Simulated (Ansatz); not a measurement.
The starting structures come from a database of crystals and need not be the phases stable at ambient conditions.

By PBEsol, the system below comes out a metal.

The ballistic (Sharvin) conductance counts the channels at the Fermi level: G/A = (e²/h) × channels of both spins per area.

```
CuY
1.0
    3.45812     0.00000     0.00000
    0.00000     3.45812     0.00000
    0.00000     0.00000     3.45812
Y Cu
1 1
Cartesian
  0.00000   0.00000   0.00000
  1.72906   1.72906   1.72906
```

Space group of this cell: Pm-3m, CsCl type. The cell is taken as given; by PBEsol its mean pressure is -2.2 GPa.

The current flows along the normal of the first two printed cell vectors, the (001) plane of the conventional cell. No spin-orbit coupling; the value is a mean over 0.1 eV about the Fermi level.

**Question.** Give the ballistic conductance per area that PBEsol (Ansatz, a first-principles code) yields.

**Answer.** 0.59 × 10¹⁵ S/m² for both spins.
